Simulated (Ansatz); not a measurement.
**hypothetical CsCl type NaI with two functionals, biaxial strain +1.56 %, plane normal [001], relaxed out of plane**

Start from NaI in the CsCl type structure (space group Pm-3m, No. 221; a = 4.062 Å; a hypothetical phase, not in the database extracts checked). Axes: x, y, z lie along the cube axes.

(Cell as relaxed with PBE.)

Levels (all Ansatz, a program for electronic structure, PAW): PBE (420 eV, no spin-orbit coupling); r2SCAN (500 eV, no spin-orbit coupling).

Each level relaxes its own structure.

```json
[
 {"base": "volume per atom", "PBE": "33.51 Å³", "r2SCAN": "32.96 Å³"},
 {"base": "lattice parameter a", "PBE": "4.062 Å", "r2SCAN": "4.040 Å"},
 {"base": "band gap", "PBE": "2.28 eV", "r2SCAN": "3.06 eV"}
]
```

Now apply this change: tensile biaxial strain of 1.56 % in the plane normal to [001], as in epitaxy on a mismatched substrate; the out-of-plane cell vector and the atoms relax.

| quantity | PBE | r2SCAN |
|---|---|---|
| band gap | 2.17 eV | (withheld) |
| smallest direct gap | 2.73 eV | (withheld) |
| hole mass | 0.32 mₑ out of plane, 3.0 mₑ in plane (at M) | (withheld) |

**Question.** What does r2SCAN give?

**Answer.** 
- band gap, r2SCAN: 2.93 eV
- smallest direct gap, r2SCAN: 3.30 eV
- hole mass, r2SCAN: 0.31 mₑ out of plane, 2.8 mₑ in plane (at M)

PBE's band gap lies 0.766 eV below r2SCAN's; PBE's smallest direct gap lies 0.57 eV below r2SCAN's. Neither level is exact; r2SCAN is the comparison here, not a measurement.

With I present, leaving out spin-orbit coupling can change the band edges. Masses are band curvatures over ±0.01 Å⁻¹ around the edge. Whether these cells are dynamically stable was not tested.
